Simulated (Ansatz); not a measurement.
## Response to strain in Mg2Sn

The reference is Mg2Sn (space group Fm-3m, No. 225; relaxed with 0.1 eV smearing).

```yaml
crystal:
  lattice:
    - [0.00000, 3.33192, 3.33192]
    - [3.33192, 0.00000, 3.33192]
    - [3.33192, 3.33192, 0.00000]
  atoms:
    - { symbol: Mg, position: [0.25000, 0.25000, 0.25000] }
    - { symbol: Mg, position: [0.75000, 0.75000, 0.75000] }
    - { symbol: Sn, position: [0.00000, 0.00000, 0.00000] }
```

Strains are applied to the cell and any free atomic positions relax.

Computed with Ansatz (an electronic-structure program), LDA, PAW, cutoff 420 eV, no spin-orbit coupling.

Notes on the quantities. energy relative to the base: free energy F.

```tsv
isotropic strain (%)	energy relative to the base (meV/atom)
-3	32.1
-2	13.8
-1.5	7.7
-1	?
-0.5	0.8
0	0.0
1	3.1
2.5	18.5
3	26.2
```

**Question.** Fit ΔE = Aε² + Bε³ (ε in %) to the rows shown and predict the withheld row.

**Answer.** Least squares on the printed values gives A = 3.24 and B = -0.11 meV/atom (largest residual 0.0 meV/atom); this predicts 3.3 meV/atom, and the run gives 3.4 meV/atom, in agreement.

No phonon test of stability was made.
